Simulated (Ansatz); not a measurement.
Take TaS$_{2}$ in the CdI2 type structure (space group P-3m1, No. 164; a = 3.2778 Å, c = 5.5876 Å; layered, stacked along the Cartesian z axis; relaxed with 0.1 eV smearing) as the base. Axes: x lies along a and z along c of the hexagonal cell.

All numbers come from Ansatz (a quantum-chemistry and plane-wave program), PBEsol-D3(BJ), PAW, cutoff 420 eV, no spin-orbit coupling, earlier PAW set.

Before the change:

Shortest interatomic distance: 2.445 Å

One thing is altered: tensile biaxial strain of 4.11 % in the plane normal to [001], as in epitaxy on a mismatched substrate; the out-of-plane cell vector and the atoms relax.

Question: How does this affect the in-plane stress, ratio −ε⊥/ε∥ and shortest interatomic distance?

Answer: The mean in-plane stress (compression positive) comes out as -8.0 GPa; the ratio −ε⊥/ε∥ comes out as 0.44; the shortest interatomic distance rises by 0.023 Å (2.445 Å → 2.468 Å).

Stability against distortions was not tested. The final runs are not spin-polarised. An odd electron count without spin: TaS2.
